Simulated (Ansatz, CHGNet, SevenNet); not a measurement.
## How well does each level of theory give the elastic constant C12 of rock-salt VN (cubic form, which distorts at low temperature)?

Reference value: 135 GPa (measured, temperature not stated, not corrected to a static lattice, single-crystal film on MgO(001), surface acoustic waves; as tabulated in Holec et al. (2012), arXiv:1111.2737).

```tsv
level (code)	value (GPa)	cell (Å³/atom)
CHGNet 0.3.0 (CHGNet)	179	8.78
SevenNet-l3i5 (SevenNet)	217	8.77
LDA (Ansatz)	…	8.26
PBE (Ansatz)	160	8.72
PBEsol (Ansatz)	165	8.45
```

Q: Fill in the missing entries.

A: 
- LDA (Ansatz, a first-principles code), value (GPa): 173

Differences against the reference: CHGNet 0.3.0 +33 %, SevenNet-l3i5 +61 %, LDA +28 %, PBE +18.5 %, PBEsol +22 %.

The best agreement in this table is that of PBE (+18.5 %). SevenNet-l3i5 (+61 %) lies farthest from it. All 5 levels lie above the reference.

The reference has no zero-point or thermal correction, while the calculations are for a static lattice, so the differences are not the levels' errors alone. The crystal itself was run without spin with LDA, PBE, PBEsol. LDA, PBE, PBEsol: symmetry holds this phase in the static calculation, where it need not be a minimum. Each level is taken at its own relaxed cell. Ansatz's density-functional and Hartree–Fock values are scalar-relativistic unless marked +SOC, with PAW data made under PBE.

Machine-learned potentials (CHGNet 0.3.0, SevenNet-l3i5) are trained on DFT data, which may include these solids.

Differences are worked out from the printed values.
